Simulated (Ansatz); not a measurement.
**MgCrO4 (Cmcm): band-edge transport data**

Consider the following.

```
CrMgO4
1.0
    2.73697    -4.16979     0.00000
    2.73697     4.16979     0.00000
    0.00000     0.00000     6.37638
Mg Cr O
2 2 8
Cartesian
  0.00000   0.00000   0.00000
  0.00000   0.00000   3.18819
  2.73697   1.18358   4.78229
  2.73697  -1.18358   1.59410
  4.12070   0.23102   4.78229
  1.35324  -0.23102   1.59410
  4.12070  -0.23102   1.59410
  1.35324   0.23102   4.78229
  2.73697   2.11661   6.09280
  2.73697  -2.11661   0.28359
  2.73697  -2.11661   2.90461
  2.73697   2.11661   3.47178
```

Level of theory: r2SCAN, rigid bands (plane waves, PAW, scalar-relativistic; Ansatz, an electronic-structure program). Condition of this run: functional r2SCAN on the same cell. Cell: cell and atoms relaxed with PBEsol.

```json
{
  "band_gap": "2.66 eV",
  "electron conductivity mass (300 K, dilute)": "6.3 (x), 2.6 (y), 2.4 (z) mₑ",
  "hole conductivity mass (300 K, dilute)": "1.20 (x), 2.8 (y), 9.7 (z) mₑ",
  "effective density of states N_c (300 K)": "1.6e20 cm⁻³",
  "effective density of states N_v (300 K)": "1.3e20 cm⁻³",
  "density_of_states_mass_electrons": "3.5 mₑ",
  "density_of_states_mass_holes": "2.9 mₑ",
  "Seebeck coefficient, n-type 1e19 cm⁻³, 300 K": "-465 μV/K",
  "Seebeck coefficient, p-type 1e19 cm⁻³, 300 K": "430 μV/K"
}
```

Rigid bands; masses and Seebeck coefficients take one relaxation time τ for all states and one kind of carrier; polarons and phonon drag are left out. Spin-orbit coupling is left out; where it splits the top of the valence band, N_v and the p-type Seebeck coefficient come out somewhat high without it. Geometry: cell and atoms relaxed with PBEsol.

Formula and space group known from diffraction (Crystallography Open Database), not checked to be the room-temperature form: MgCrO4 (Cmcm). Treated as nonmagnetic, magnetic states not searched for: MgCrO4 (Cmcm).
